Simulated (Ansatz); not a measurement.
# How far PBE-D3(BJ) and PBEsol-D3(BJ) part for WS2, pressure −2 GPa

Start from WS₂ in the 2H-MoS2 type structure (space group P6_3/mmc, No. 194; a = 3.1541 Å, c = 12.1373 Å; layered, stacked along the Cartesian z axis).

(Cell as relaxed with PBE-D3(BJ).)

Levels (all Ansatz, a program for electronic structure, PAW): PBE-D3(BJ) (420 eV, no spin-orbit coupling); PBEsol-D3(BJ) (420 eV, no SOC).

Each level relaxes its own structure.

```
base                 PBE-D3(BJ)  PBEsol-D3(BJ)
-------------------  ----------  -------------
volume per atom        17.43 Å³       16.49 Å³
lattice parameter a     3.154 Å        3.115 Å
band gap                0.88 eV        0.65 eV
```

The change: a negative pressure, −2 GPa.

```csv
quantity,PBE-D3(BJ),PBEsol-D3(BJ)
smallest direct gap,1.80 eV,1.88 eV
shift of the gap caused by the change,+0.25 eV,+0.15 eV
lattice parameter a,3.173 Å,3.132 Å
```

PBE-D3(BJ)'s smallest direct gap lies 0.08 eV below PBEsol-D3(BJ)'s; PBE-D3(BJ)'s shift of the gap caused by the change lies 0.10 eV above PBEsol-D3(BJ)'s; PBE-D3(BJ)'s lattice parameter a lies 0.0417 Å above PBEsol-D3(BJ)'s (1.3 %). Neither level is exact; PBEsol-D3(BJ) is the comparison here, not a measurement.

Spin-orbit coupling, missing from the scalar runs, can matter with W. Load acts through the strain it causes; cell and atoms are relaxed under it. No phonon test of stability was made.
